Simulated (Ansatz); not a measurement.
The parent structure is Mg2Ge in the anti-fluorite structure (space group Fm-3m, No. 225; a = 6.286 Å). Axes: x, y, z lie along the cube axes.

All numbers come from Ansatz (a program for electronic structure), LDA, PAW, cutoff 420 eV, spin-orbit coupling left out.

Strains are applied to the cell and any free atomic positions relax.

One change was made to it. Results:

```json
[
 {"quantity": "energy relative to the base (free energy F)", "base": "0 meV/atom", "after": "+0.8 meV/atom"},
 {"quantity": "shortest interatomic distance", "base": "5.144 bohr", "after": "5.161 bohr"}
]
```

### Question
Which change produced these results?
(A) uniaxial strain ε_zz = +2.50 %
(B) uniaxial strain ε_zz = +3.00 %
(C) uniaxial strain ε_zz = −2.00 %
(D) uniaxial strain ε_zz = +1.00 %
(E) uniaxial strain ε_zz = −1.00 %

### Answer
D, uniaxial strain ε_zz = +1.00 %. For comparison, the shortest interatomic distance in the other runs: uniaxial strain ε_zz = −1.00 % gives 5.127 bohr; uniaxial strain ε_zz = +3.00 % gives 5.196 bohr; uniaxial strain ε_zz = +2.50 % gives 5.187 bohr; uniaxial strain ε_zz = −2.00 % gives 5.110 bohr.

Whether these cells are dynamically stable was not tested. The final runs are not spin-polarised.
